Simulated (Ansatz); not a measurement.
The reference is a 16-atom supercell of KF in the rock salt structure (space group Fm-3m, No. 225; a = 5.421 Å) at its relaxed geometry.

Level of theory: Ansatz (a first-principles code), PBE, PAW, cutoff 420 eV, scalar-relativistic without spin-orbit coupling.

Before the change:

| Property | Value |
|---|---|
| Mean distance from the defect site to its nearest host atoms | 2.71 Å |
| Pressure | 0.0 GPa |

Modification: one F atom is replaced by Br, atoms relaxed at fixed cell, starting from a slightly rattled geometry.

Tabulated Pauling electronegativity and covalent radius: F 3.98, 0.57 Å; Br 2.96, 1.20 Å.

What happens to the mean distance from the defect site to its nearest host atoms?

The mean distance from the defect site to its nearest host atoms rises by 0.19 Å, from 2.71 Å to 2.90 Å.

Estimate the effect on the largest displacement of a host atom from its site in the perfect cell.

The largest displacement of a host atom from its site in the perfect cell amounts to 0.20 Å.

What happens to the pressure?

The pressure goes from zero to 3.6 GPa.

The magnetic state is the one reached from the starting moments; the real material's order can differ, and small cells can't hold many antiferromagnetic ones. In so small a cell the defect repeats every few ångströms: this is an ordered compound, not a dilute defect. Seeded moments were not kept for Br on a F site. The defect cell is spin-polarised and ends with 0.0 μB.
